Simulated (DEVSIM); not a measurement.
Device: Schottky contact on p-type Ge, at 400 K.

```tsv
layer (left to right)	material	thickness (μm)	Na (cm⁻³)	τn (s)	τp (s)
1	Ge	3.80	1.7e15	5.3e-5	5.3e-5
2	Ge	20.0	6.8e17	5.3e-5	5.3e-5
```

Left contact: Schottky, work function 4.414 eV, emission velocity 5.8e6 cm/s. Right contact: ohmic. Voltage is applied to the left contact. Recombination: SRH at mid-gap. Mobility is μmin + (μ − μmin)/(1 + (N/Nref)^α).

This is a model device: material constants are rounded textbook-type values typed into the input, and sizes, dopings and lifetimes were drawn at random. Values at 300 K; Nc and Nv go as T^1.5, mobilities as T to minus their exponent, the gap by Varshni's rule with the affinity fixed. The table also holds parameters that only a changed run uses.

```tsv
parameter	Ge
gap (eV)	0.664
affinity (eV)	4
permittivity	16
Nc (cm⁻³)	1.04e19
Nv (cm⁻³)	6e18
μn (cm²/Vs)	3900
μp (cm²/Vs)	1900
μn,min	150
μp,min	100
Nref,n	2.6e17
Nref,p	4e17
αn	0.56
αp	0.6
T exponent of μn	1.66
T exponent of μp	2.33
Cn (cm⁶/s)	1e-31
Cp (cm⁶/s)	1e-31
Varshni α (eV/K)	0.000477
Varshni β (K)	235
```

Simulated with DEVSIM: 1D drift-diffusion, Boltzmann statistics, complete ionisation; no tunnelling, impact ionisation, image-force lowering or self-heating. Metal contacts follow the ideal Schottky-Mott rule: no Fermi-level pinning, no interface dipoles.

Base results: potential step across the device at zero bias (V) 0.120.

**Question.** What follows from this one change: metal work function 4.414 → 4.364 eV?

**Answer.** potential step across the device at zero bias 0.120 → 0.170 V.

**Question.** What follows from this one change: metal work function 4.414 → 4.564 eV?

**Answer.** potential step across the device at zero bias 0.120 → 0.030 V.

**Question.** What follows from this one change: temperature 400 → 450 K?

**Answer.** potential step across the device at zero bias 0.120 → 0.081 V.
